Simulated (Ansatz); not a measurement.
The starting structures come from a database of crystals and need not be the phases stable at ambient conditions.

Inside the gap of an insulator the Bloch states are evanescent, with a wavenumber k + iκ along the transport direction.

Consider the following.

```xyz
12
Lattice="4.8719 0.0000 0.0000 0.0000 5.0410 0.0000 0.0000 0.8238 4.7417" Properties=species:S:1:pos:R:3 pbc="T T T"
Ti     2.6932     1.6746     1.3155
Ti     2.1787     4.1902     3.4261
Ti     0.2573     1.6697     3.4261
Ti     4.6146     4.1951     1.3155
O      1.2551     0.5344     2.1117
O      3.6167     5.3304     2.6299
O      3.6911     2.8099     2.6299
O      1.1808     3.0549     2.1117
O      3.2981     3.3214     0.3027
O      1.5738     2.5434     4.4390
O      0.8622     5.0639     4.4390
O      4.0097     0.8009     0.3027
```

Space group of this cell: P2_1/c. The cell is taken as given; by r2SCAN its mean pressure is -1.5 GPa.

Transport runs along the normal of the first two printed cell vectors.

The gap is the functional's own. No spin-orbit coupling. Mid-gap values are interpolated on the energy grid.

Problem. State the band gap and the smallest decay constant κ at mid-gap according to Ansatz (a first-principles code) with r2SCAN.

Solution. Gap 2.66 eV on a 6×6×6 mesh; κ = 0.282 1/Å, at the zone centre.
